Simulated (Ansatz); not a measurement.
For WGe (model structure, started from the WC type, P-6m2, No. 187, 2 atoms in the cell), PBE-D3(BJ) in Ansatz (PAW) gives:

lattice parameter a: 3.169 Å
c axis length: 3.602 Å
formation enthalpy: 0.160 eV/atom

Q: What does r²SCAN in Ansatz (PAW) give for the same quantities?

A: 
- lattice constant a: 3.210 Å (increases by 1.3 %)
- lattice parameter c: 3.553 Å (shrinks by 1.4 %)
- formation enthalpy: 0.253 eV/atom (grows by 0.093 eV/atom)

Changes are worked out from the printed values.

Unless a cell is named, each level is at its own relaxed cell (PBE-D3(BJ) 15.66, r²SCAN 15.85 Å³/atom).

Levels without +SOC leave out spin–orbit coupling, which shifts energies and cells of such heavy elements.

Ansatz's density-functional and Hartree–Fock values are scalar-relativistic unless marked +SOC, with PAW data made under PBE.

A model structure was made by putting elements into a prototype or built by hand; it is no filed structure, need not be a known phase, and can be a saddle point held by its symmetry.

Ansatz is a quantum-chemistry and plane-wave program.
